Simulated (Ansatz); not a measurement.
The reference is Cs2AgBiBr6 (space group Fm-3m, No. 225).

```yaml
crystal:
  lattice:
    - [0.00000, 5.59369, 5.59369]
    - [5.59369, 0.00000, 5.59369]
    - [5.59369, 5.59369, 0.00000]
  atoms:
    - { symbol: Bi, position: [0.00000, 0.00000, 0.00000] }
    - { symbol: Ag, position: [0.50000, 0.50000, 0.50000] }
    - { symbol: Cs, position: [0.25000, 0.25000, 0.25000] }
    - { symbol: Cs, position: [0.75000, 0.75000, 0.75000] }
    - { symbol: Br, position: [0.25391, 0.74609, 0.25391] }
    - { symbol: Br, position: [0.25391, 0.74609, 0.74609] }
    - { symbol: Br, position: [0.74609, 0.25391, 0.74609] }
    - { symbol: Br, position: [0.74609, 0.25391, 0.25391] }
    - { symbol: Br, position: [0.25391, 0.25391, 0.74609] }
    - { symbol: Br, position: [0.74609, 0.74609, 0.25391] }
```

Cartesian axes are those of the cell as printed.

Calculations: PBEsol/PAW in Ansatz (a program for electronic structure), no SOC.

For the base:

The hole mass comes out as 0.17 mₑ along k, 0.69 mₑ across (at X).

Modification: biaxial strain +2.25 %, plane normal [001], relaxed out of plane (Cartesian); in-plane vectors clamped, the third vector and the atoms free.

**Question.** How does this affect the ratio −ε⊥/ε∥ and hole mass?

**Answer.** The ratio −ε⊥/ε∥ is 0.70; the hole mass goes from 0.17 mₑ along k, 0.69 mₑ across (at X) to 0.18 mₑ along k, 0.54 mₑ across (at X).

Spin-orbit coupling, missing from the scalar runs, can matter with Bi. The levels and masses belong to the bands next to the band gap. Masses are band curvatures over ±0.01 Å⁻¹ around the edge. Along k means along the line from Γ to the band edge. No phonon test of stability was made.
